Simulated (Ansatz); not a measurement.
The structure below was relaxed with PBE-D3(BJ) (Ansatz, a program for electronic structure, PAW, no SOC).

```xyz
12
Lattice="5.4632 -3.1515 0.0000 5.4632 3.1515 0.0000 -1.0731 0.0000 5.7847" Properties=species:S:1:pos:R:3 pbc="T T T"
Mo     9.8594     0.0000     5.6756
Mo     8.1906    -1.5719     0.0498
Mo     8.1906     1.5719     0.0498
Mo     5.4674     0.0000     0.0041
S      6.1973     0.0000     4.2805
S      3.4280    -1.5378     4.2236
S      3.4280     1.5378     4.2236
Si     0.8764     0.0000     4.0160
S      7.2872     0.0000     1.5950
S      4.6124    -1.5963     1.5206
S      4.6124     1.5963     1.5206
Si     1.6860     0.0000     1.7667
```

Question: Find the space group and the Wyckoff positions.

Answer: Space group Cm (No. 8); a = 10.926 Å, b = 6.303 Å, c = 5.883 Å, α = γ = 90.00°, β = 100.51°

```tsv
atom	site	symmetry	x	y	z
Mo	2a	m	0.0013	0.0000	0.0189
Mo	4b	1	0.2495	0.2494	0.9914
Mo	2a	m	0.4995	0.0000	0.9993
S	2a	m	0.3601	0.0000	0.2600
S	4b	1	0.1146	0.2560	0.2699
Si	2a	m	0.3516	0.5000	0.3058
S	2a	m	0.3060	0.0000	0.7243
S	4b	1	0.0521	0.2467	0.7371
Si	2a	m	0.3157	0.5000	0.6946
```

Question: Describe the coordination.

Answer: The crystal has 24 atoms in its conventional cell. Conventional cell: a = 10.926 Å, b = 6.303 Å, c = 5.883 Å, α = 90.00°, β = 100.51°, γ = 90.00°. Mo1 has 4 S at 2.377–2.410 Å and 2 Si at 2.518–2.556 Å (trigonal prismatic). Mo2 has 4 S at 2.382–2.396 Å and 2 Si at 2.531–2.555 Å (trigonal prismatic). Mo3 sees 6 S at 2.351–2.417 Å (trigonal prismatic). S1 is surrounded by 3 Mo at 2.351–2.394 Å (trigonal pyramidal). S2 is coordinated by 3 Mo at 2.377–2.398 Å (trigonal pyramidal). Si1 has 1 Si at 2.391 Å and 3 Mo at 2.531–2.556 Å. S3 is coordinated by 3 Mo at 2.382–2.417 Å (trigonal pyramidal). S4 sees 3 Mo at 2.362–2.410 Å (trigonal pyramidal). 1 further independent sites are not listed. (Neighbours: up to the widest gap in distance over summed covalent radii, below 1.35, at either atom; cation-cation and far metal-metal contacts left out.)

Each cell is one ordered arrangement of few atoms, which overstates ordering effects compared with a random alloy. Stability against distortions was not tested. The final runs are not spin-polarised. The cell was made from MoS2 by this change: x(Si) = 0.25, 12 atoms, Cm.
